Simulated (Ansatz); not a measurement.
# Hypothetical CdI2 type HfO2: 4 layers

Start from HfO2 in the CdI2 type structure (space group P-3m1, No. 164; a = 3.2085 Å, c = 4.5146 Å; a hypothetical phase, not in the database extracts checked; layered, stacked along the Cartesian z axis).

The change: a free-standing slab of 4 layers (12 atoms, 3 a layer) is cut normal to the stacking axis, with 15 Å of vacuum and the in-plane cell relaxed.

Level of theory: Ansatz (a program for electronic structure) PBEsol-D3(BJ), no SOC. Settings: 12×12×1 k-points, 0.05 eV Fermi–Dirac smearing, for the changed cell.

| quantity | base | changed | shift |
|---|---|---|---|
| layer's space group (with vacuum) | – | P-3m1 (No. 164) | – |
| shortest interatomic distance | 2.089 Å | 2.089 Å | 0.000 Å |
| band gap | 4.40 eV | 4.51 eV | +0.103 eV |
| gap character | – | indirect, K–Γ (67 % along) → M | – |
| smallest direct gap | 4.85 eV | 4.73 eV | -0.12 eV |
| excess energy per area of both faces (slab less bulk energy over the cell's area: twice a surface energy) | – | 0.54 J/m² | – |
| thickness between the outermost nuclei | – | 15.55 Å | – |
| in-plane lattice parameter a | 3.208 Å | 3.209 Å | +0.001 Å |

Cost of the whole job for the changed cell (relaxation, final SCF and bands): roughly 2.7 core-minutes.

The excess energy carries the mismatch between the slab's and the bulk's meshes. With Hf present, leaving out spin-orbit coupling can change the band edges. No phonon test of stability was made.
